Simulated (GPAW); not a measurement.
# What a tighter setting buys: kpts, V (Im-3m, 1 atom in the cell)

```yaml
crystal:
  lattice:
    - [-1.50611, 1.50611, 1.50611]
    - [1.50611, -1.50611, 1.50611]
    - [1.50611, 1.50611, -1.50611]
  atoms:
    - { symbol: V, position: [0.00000, 0.00000, 0.00000] }
```

Method of the run: PBE, GPAW PAW datasets PBE (gpaw-data 1.0.1) (plane waves; GPAW).

Base settings: mode = pw; ecut = 850 eV; xc = PBE; kpts = 10 10 10; mesh shift (steps) = 0 0 0; occupations.name = methfessel-paxton; occupations.width = 0.136 eV; occupations.order = 0; nbands = -5; convergence.density = 1e-05 e/electron.

Misses are taken against the tightest run, 37 37 37, which need not be fully converged itself. The energy is the free energy per atom.

The count of work is k-points × plane waves × bands × iterations; it is no time, and leaves out set-up, grids and terms that scale otherwise. Core times come from one kind of shared machine and are given to one figure; runs under 30 s give none.

The starting cell comes from a database of computed structures (which also holds hypothetical and non-ambient phases and stackings), without a prior relaxation at this level. Its lattice was rescaled by a random factor within 2.5 % of one. Spin polarisation is off.

| kpts | energy less reference (meV/atom) | pressure less reference (GPa) | count of work / reference | core time / reference (rough) |
|---|---|---|---|---|
| 1 1 1 | -2274.39 | 101.82 | 0.00039 | – |
| 3 3 3 | -109.50 | -0.34 | 0.0022 | – |
| 4 4 4 | -103.24 | -0.82 | 0.0060 | – |
| 5 5 5 | 38.41 | 1.91 | 0.0052 | – |
| 6 6 6 | 53.76 | 1.76 | 0.012 | – |
| 7 7 7 | -5.30 | 0.37 | 0.012 | – |
| 8 8 8 | -11.31 | -1.04 | 0.028 | – |
| 10 10 10 | -0.67 | 0.73 | 0.025 | – |
| 12 12 12 | 4.89 | 0.00 | 0.054 | – |
| 15 15 15 | -1.20 | -0.16 | 0.094 | – |
| 17 17 17 | 0.75 | 0.12 | 0.11 | – |
| 20 20 20 | -0.52 | 0.02 | 0.13 | – |
| 24 24 24 | -0.12 | 0.00 | 0.26 | 0.3 |
| 30 30 30 | -0.07 | 0.00 | 0.54 | 0.6 |
| 37 37 37 | 0.00 | 0.00 | 1.0 | 1 |

Coarsest setting among those run that, with all tighter ones, holds the energy within 20 meV/atom of the reference: 7 7 7, off by 5.3 meV/atom; it needs 0.012 of the reference's count of work.

Coarsest setting among those run that, with all tighter ones, holds the energy within 2 meV/atom of the reference: 15 15 15, off by 1.2 meV/atom; it needs 0.094 of the reference's count of work. The coarser 10 10 10 also lies inside, but a setting between leaves the range again, so that is luck.

The step from 6 6 6 to 8 8 8: it takes the miss in the energy from 54 to 11 meV/atom, for 2.4 times the count of work.
